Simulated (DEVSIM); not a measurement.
# abrupt Si p-n junction

Structure: abrupt Si p-n junction, at 250 K.

| layer (left to right) | material | thickness (μm) | Nd (cm⁻³) | Na (cm⁻³) | τn (s) | τp (s) |
|---|---|---|---|---|---|---|
| 1 | Si | 0.290 | - | 3.5e17 | 2.3e-7 | 2.3e-7 |
| 2 | Si | 11.0 | 5.8e14 | - | 2.3e-7 | 2.3e-7 |

Left contact: ohmic. Right contact: ohmic. Voltage is applied to the left contact. Recombination: SRH at mid-gap, radiative. Gap narrowing is on: ΔEg = 6.92 meV × (l + √(l² + 0.5)), l = ln(N/1.3e17 cm⁻³), shared equally by both band edges. Mobility is μmin + (μ − μmin)/(1 + (N/Nref)^α).

Constants are typed, rounded textbook-type inputs, not results; the design itself was drawn at random and stands for no fabricated device. Values at 300 K; Nc and Nv go as T^1.5, mobilities as T to minus their exponent, the gap by Varshni's rule with the affinity fixed.

```
parameter               Si
----------------  --------
gap (eV)             1.124
affinity (eV)         4.05
permittivity          11.7
Nc (cm⁻³)          2.86e19
Nv (cm⁻³)           3.1e19
μn (cm²/Vs)           1417
μp (cm²/Vs)            470
μn,min                  52
μp,min                  45
Nref,n              9.7e16
Nref,p              2.2e17
αn                    0.68
αp                    0.72
T exponent of μn       2.3
T exponent of μp       2.2
B (cm³/s)          4.7e-15
Varshni α (eV/K)  0.000473
Varshni β (K)          636
```

Simulated with DEVSIM: 1D drift-diffusion, Boltzmann statistics, complete ionisation; no tunnelling, impact ionisation, image-force lowering or self-heating.

```json
{
 "potential_step_across_the_device_at_zero_bias": "0.811 V",
 "largest_field_in_the_device_at_zero_bias": "28000 V/cm",
 "Dark forward voltage at 1 A/cm²": "0.677 V",
 "Dark forward voltage at 100 A/cm²": "0.845 V"
}
```

Dark forward current:

(V (V), J (A/cm²)): (0.05, 6.4e-10); (0.10, 2.6e-9); (0.15, 9.3e-9); (0.20, 3.2e-8); (0.25, 1.1e-7); (0.30, 4.1e-7); (0.35, 1.7e-6); (0.40, 8.3e-6); (0.45, 5.4e-5); (0.50, 0.00044); (0.55, 0.0041); (0.60, 0.039); (0.65, 0.35); (0.70, 2.4); (0.75, 12); (0.80, 41); (0.85, 110); (0.90, 230); (0.95, 390); (1.00, 590); (1.05, 820); (1.10, 1100); (1.15, 1300); (1.20, 1500); (1.25, 1700); (1.30, 1900); (1.35, 2100)

Small-signal capacitance in reverse bias (quasi-static):

| V (V) | C (nF/cm²) |
|---|---|
| -0.04 | 7.95 |
| -0.1 | 7.65 |
| -0.2 | 7.21 |
| -0.3 | 6.84 |
| -0.4 | 6.53 |
| -0.6 | 6.01 |
| -0.8 | 5.60 |
| -1 | 5.26 |
| -1.3 | 4.85 |
| -1.6 | 4.53 |
| -2 | 4.18 |
